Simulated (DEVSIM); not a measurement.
Structure: abrupt GaAs p-n junction, at 300 K.

```
layer (left to right)  material  thickness (μm)  Nd (cm⁻³)  Na (cm⁻³)  τn (s)  τp (s)
---------------------  --------  --------------  ---------  ---------  ------  ------
1                          GaAs            2.50          -     9.5e15  2.8e-9  2.8e-9
2                          GaAs            12.0     1.5e17          -  2.8e-9  2.8e-9
```

Left contact: ohmic. Right contact: ohmic. Voltage is applied to the left contact. Recombination: SRH at mid-gap, radiative, Auger. Mobility is constant in doping.

The device is made up for the run: typed textbook-type constants, with dimensions and the other settings drawn at random. Values at 300 K; Nc and Nv go as T^1.5, mobilities as T to minus their exponent, the gap by Varshni's rule with the affinity fixed.

```tsv
parameter	GaAs
gap (eV)	1.424
affinity (eV)	4.07
permittivity	12.9
Nc (cm⁻³)	4.7e17
Nv (cm⁻³)	9e18
μn (cm²/Vs)	8500
μp (cm²/Vs)	400
T exponent of μn	2.1
T exponent of μp	2.2
B (cm³/s)	2e-10
Cn (cm⁶/s)	1e-30
Cp (cm⁶/s)	1e-30
Varshni α (eV/K)	0.000541
Varshni β (K)	204
```

Model (solved in DEVSIM): 1D drift-diffusion, Boltzmann statistics, complete ionisation; no tunnelling, impact ionisation, image-force lowering or self-heating.

The temperature was swept, all else fixed.

```
temperature (K)  largest field in the device at zero bias (V/cm)  potential step across the device at zero bias (V)  dark forward voltage at 100 A/cm² (V)  dark forward voltage at 1 A/cm² (V)
---------------  -----------------------------------------------  -------------------------------------------------  -------------------------------------  -----------------------------------
250                                                        56000                                              1.286                                  1.167                                1.064
300                                                        54000                                              1.217                                  1.080                                0.956
350                                                        53000                                              1.146                                  0.991                                0.846
400                                                        51000                                              1.072                                  0.900                                0.733
450                                                        49000                                              0.996                             (withheld)                           (withheld)
500                                                        48000                                              0.918                                  0.716                                0.504
```

**Question.** Complete the blanks.

**Answer.** 
- 450, dark forward voltage at 100 A/cm² (V): 0.808
- 450, dark forward voltage at 1 A/cm² (V): 0.619
